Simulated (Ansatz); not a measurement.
For TiAl3 (Pm-3m), PBEsol, DFPT electron-phonon coupling, linearised Boltzmann equation (Ansatz, a quantum-chemistry and plane-wave program) gives a transport coupling λ_tr = 0.371 and a Drude plasma energy ħω_p = 5.85 eV.

**Question.** Estimate the resistivity at 300 K from the high-temperature formula ρ = 2π λ_tr k_B T / (ħ ε₀ ω_p²), and say how the full Boltzmann solution compares.

**Answer.** The scattering rate is 1/τ = 2π λ_tr k_B T/ħ = 9.16e13 s⁻¹ and ω_p = 8.89e15 s⁻¹, so ρ ≈ 13.1 μΩ·cm. The Boltzmann solution gives 11.4 μΩ·cm, 0.87 times the estimate; it lies lower because k_BT is not large against the phonon energies and the solution lets the distribution adjust.

A metal at this level (no band gap). Only scattering by harmonic phonons is included (no impurities, grain boundaries, electron-electron scattering or thermal expansion). Spin-orbit coupling is left out. Halving the electron mesh (20x20x20) moves the resistivity by up to 8 % at 300 K, the coupling by up to 4 %. Smearing 0.20 eV; phonons on a 4x4x4 q mesh, which this run doesn't test.

Computed structure, not matched to a measured one here, so possibly hypothetical: TiAl3 (Pm-3m).
